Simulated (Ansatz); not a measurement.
The starting structures come from a database of crystals and need not be the phases stable at ambient conditions.

Data:

```yaml
crystal:
  lattice:
    - [4.84693, 0.00000, 0.00000]
    - [0.00000, 4.98540, 0.00000]
    - [0.00000, 0.00000, 7.08994]
  atoms:
    - { symbol: Al, position: [0.74785, 0.96949, 0.39040] }
    - { symbol: Al, position: [0.25215, 0.03051, 0.60960] }
    - { symbol: Al, position: [0.75215, 0.46949, 0.10960] }
    - { symbol: Al, position: [0.24785, 0.53051, 0.89040] }
    - { symbol: Al, position: [0.75215, 0.03051, 0.89040] }
    - { symbol: Al, position: [0.24785, 0.96949, 0.10960] }
    - { symbol: Al, position: [0.74785, 0.53051, 0.60960] }
    - { symbol: Al, position: [0.25215, 0.46949, 0.39040] }
    - { symbol: O, position: [0.89298, 0.89802, 0.65400] }
    - { symbol: O, position: [0.10702, 0.10198, 0.34600] }
    - { symbol: O, position: [0.60702, 0.39802, 0.84600] }
    - { symbol: O, position: [0.39298, 0.60198, 0.15400] }
    - { symbol: O, position: [0.60702, 0.10198, 0.15400] }
    - { symbol: O, position: [0.39298, 0.89802, 0.84600] }
    - { symbol: O, position: [0.89298, 0.60198, 0.34600] }
    - { symbol: O, position: [0.10702, 0.39802, 0.65400] }
    - { symbol: O, position: [0.95060, 0.75000, 0.00000] }
    - { symbol: O, position: [0.04940, 0.25000, 0.00000] }
    - { symbol: O, position: [0.54940, 0.25000, 0.50000] }
    - { symbol: O, position: [0.45060, 0.75000, 0.50000] }
```

Space group of this cell: Pbcn. The cell is taken as given; by r2SCAN its mean pressure is -7.3 GPa.

Level of theory: r2SCAN (plane waves, PAW; Ansatz, an electronic-structure program).

The current runs along the normal of the first two printed vectors; no spin-orbit coupling. Scaled by the factor s: both lengths across the current (ions clamped). Meshes 6×6×4 and 6×6 across the current in all rows.

```
s     mean pressure (GPa)  band gap (eV)
----  -------------------  -------------
0.98                  3.2              ?
1.00                 -7.3           6.20
1.02                -15.9           5.67
```

Problem. Take the slope of the band gap against ln s from the two given rows, extrapolate to s = 0.98, and say what the run there gives.

Solution. Slope = (5.67 − 6.20) / ln 1.02 = -26.8 eV. The line gives 6.20 + (-26.8) × ln 0.98 = 6.74 eV. The run gives 6.74 eV, as the line does.
